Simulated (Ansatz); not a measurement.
# Effect of x(N) = 0.25, 8 atoms, Pmmm on hypothetical rock salt GaAs

Consider GaAs in the rock salt structure (space group Fm-3m, No. 225; a = 5.304 Å; a hypothetical phase, not in the database extracts checked).

The other end (x = 1) is GaN in the rock salt structure (space group Fm-3m, No. 225; a model cell): 9.39 Å³/atom, gap 0.54 eV; this end may not be an ambient phase.

Modification: a fraction x = 0.25 of the As sites is given to N, ordered in a cell of 8 atoms (starting symmetry Pmmm) and fully relaxed.

The values are results of Ansatz (a program for electronic structure) PBEsol, without spin-orbit coupling, earlier PAW set, not measurements. Settings: 15×9×6 k-points, 0.05 eV Fermi–Dirac smearing, for the changed cell.

The volume per atom shrinks by 2.17 Å³, from 18.65 Å³ to 16.48 Å³ and the density increases by 0.08 g/cm³ (6.44 g/cm³ → 6.52 g/cm³). The shortest interatomic distance decreases by 0.521 Å (2.652 Å → 2.131 Å) and the band gap remains zero. The mixing energy comes out as +0.17 eV/atom (to 0.01 eV only: unlike meshes or grids).

Final structure:

```xyz
8
Lattice="3.1208 0.0000 0.0000 0.0000 5.0404 0.0000 0.0000 0.0000 8.3796" Properties=species:S:1:pos:R:3 pbc="T T T"
As     0.0000     0.0000     6.2251
N      1.5604     2.5202     4.1898
As     0.0000     0.0000     2.1545
As     1.5604     2.5202     0.0000
Ga     0.0000     2.5202     5.6416
Ga     1.5604     0.0000     4.1898
Ga     0.0000     2.5202     2.7380
Ga     1.5604     0.0000     0.0000
```

These are small ordered cells, not random alloys; other orderings at the same x differ. Whether these cells are dynamically stable was not tested. All final runs are without spin polarisation. Ga4As3N has a high density of states at the Fermi level and may be magnetic at this level. Under x(N) = 0.25, 8 atoms, Pmmm the cell changed shape so far that it is another structure. This is not the structure that GaN has at room temperature and ambient pressure.
